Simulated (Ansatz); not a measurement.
ZnS under load (space group F-43m), PBE with spin-orbit coupling, rigid bands in Ansatz (a quantum-chemistry and plane-wave program). Condition of this run: hydrostatic pressure of 4 GPa (compression positive) (the target of the relaxation). Band gap 2.41 eV, N_c = 2.09e18 cm⁻³ and N_v = 4.92e19 cm⁻³ at 300 K, conductivity masses of 0.198 mₑ (electrons) and 0.814 mₑ (holes). Take k_BT = 0.02585 eV.

Find the intrinsic carrier density and the intrinsic Fermi level.

n_i = √(N_c N_v) exp(−E_g/2k_BT) = 1.01e19 × exp(−46.61) = 5.8e-2 cm⁻³. The level lies (k_BT/2) ln(N_v/N_c) = 41 meV from mid-gap (positive towards the conduction band). Each 0.1 eV added to the gap lowers n_i by a factor of 6.9.

What thermal injection velocity √(2k_BT/πm) limits a ballistic channel?

1.21e7 cm/s for electrons and 5.96e6 cm/s for holes, a ratio of √(m_h/m_e) = 2.03, for dilute carriers.

A film of it is 3 nm thick. Estimate the confinement energies in an infinite well.

ħ²π²/(2m t²) = 0.376 eV·nm²/(m/mₑ × t²) gives 211 meV for electrons and 51.3 meV for holes, so the gap would widen to about 2.67 eV. Finite barriers and nonparabolic bands lower this, and with several valleys or bands the heaviest mass along the normal sets the lowest level, not this average.

Rigid bands with the computed gap; masses take one relaxation time for all states. Geometry: cell and atoms relaxed with PBEsol.
